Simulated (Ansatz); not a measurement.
Base system: Te (space group P3_121, No. 152; a = 4.317 Å, c = 5.955 Å; made of chains).

Structures relaxed with PBEsol (Ansatz, an electronic-structure program, PAW, no spin-orbit coupling).

Base:

Simulated powder pattern, Co Kα, λ = 1.79026 Å (kinematic, ideal powder, no thermal factors, no anomalous dispersion; the 14 strongest lines at most, above 2 %, up to 2θ = 90°):

```
2θ (°)  I/Imax (%)    hkl
------  ----------  -----
27.71          5.9  (100)
32.85          100  (101)
45.21           42  (012)
49.01           28  (110)
52.35          5.0  (111)
53.61          8.8  (003)
60.26           17  (021)
61.63          3.1  (112)
68.87           12  (202)
75.57           16  (113)
78.62          4.2  (210)
80.66          8.1  (104)
81.25           13  (211)
89.05           10  (122)
```

Now apply this change: full substitution Te → Ge; the structure is relaxed again.

After the change:

Simulated powder pattern, Co Kα, λ = 1.79026 Å (kinematic, ideal powder, no thermal factors, no anomalous dispersion; the 14 strongest lines at most, above 2 %, up to 2θ = 90°):

```csv
2θ (°),I/Imax (%),hkl
39.21,100,(100)
56.65,70,(110)
71.06,24,(111)
84.29,12,(200)
```

The indices refer to each structure's own conventional cell; one index is shown for lines that coincide. The space group is now Pm-3m (No. 221).

Stability against distortions was not tested. As relaxed here, Ge is a hypothetical phase, not in the database extracts checked. No dispersion term is included in the PBEsol runs.
